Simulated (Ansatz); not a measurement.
Seebeck coefficient (μV/K, mean over directions) of n-type monolayer GeS against carrier density, PBE, rigid bands run with Ansatz (an electronic-structure program). Computed gap 1.78 eV; densities at which minority carriers matter at this gap, or further valleys turn the trend, are left out. Conductivity mass 0.37 mₑ (harmonic mean over directions), N_c = 8.7e12 cm⁻² at 300 K.

```json
[
 {"electron density": "1.9e9 cm⁻²", "300 K": "-899", "500 K": "-963"},
 {"electron density": "1.9e10 cm⁻²", "300 K": "?", "500 K": "-764"},
 {"electron density": "1.9e11 cm⁻²", "300 K": "-502", "500 K": "-566"},
 {"electron density": "5.6e11 cm⁻²", "300 K": "-408", "500 K": "-471"},
 {"electron density": "1.9e12 cm⁻²", "300 K": "-304", "500 K": "-368"},
 {"electron density": "5.6e12 cm⁻²", "300 K": "-212", "500 K": "-276"},
 {"electron density": "1.9e13 cm⁻²", "300 K": "-121", "500 K": "-182"},
 {"electron density": "5.6e13 cm⁻²", "300 K": "?", "500 K": "-116"},
 {"electron density": "1.9e14 cm⁻²", "300 K": "-40", "500 K": "?"}
]
```

### Question
What belongs in the gaps?

### Answer

- 1.9e10 cm⁻², 300 K: -701
- 5.6e13 cm⁻², 300 K: -73
- 1.9e14 cm⁻², 500 K: -65

Rigid bands with a gap fixed in temperature, one relaxation time for all states, no polarons or phonon drag, and whether or not such doping can be reached. Spin-orbit coupling is left out.
